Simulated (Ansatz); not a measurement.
Results of Hartree–Fock (plane waves, PAW; Ansatz, a program for electronic structure) for cubic perovskite BaHfO₃.

Numerical settings: plane-wave cutoff 460 eV, 6×6×6 k mesh, Fermi–Dirac smearing 0.01 eV, scalar-relativistic PAW data made under PBE.

Computed points:

```tsv
V (Å³/atom)	E − E_lowest (meV/atom)	P (GPa)
14.299	19.66	9.30
14.586	6.69	5.25
15.052	0.00	-0.53
15.428	6.03	-4.55
15.804	20.93	-8.09
```

### Question
Estimate the bulk modulus from the pressures at 14.586 and 15.428 Å³/atom, and compare it with a fit to all energies.

### Answer
B = −V dP/dV. Between V = 14.586 and 15.428 Å³/atom, dP/dV = (-4.55 − (5.25))/(15.428 − 14.586) = -11.6 GPa per Å³/atom; at the midpoint 15.007 Å³/atom this gives B ≈ 175 GPa. The third-order Birch–Murnaghan fit gives V0 = 15.008 Å³/atom, B0 = 174 GPa, B′ = 4.2, which lies within 1 % of that estimate.

Measured, for comparison: equilibrium volume per atom 14.51 Å³/atom (room temperature, not corrected to a static lattice; as tabulated in Zhao et al. (2008), arXiv:0809.3506). Computed (rounded) less measured: equilibrium volume per atom +3.4 %.

Spin–orbit coupling is not included.

The computed numbers hold no vibrational or temperature effects.
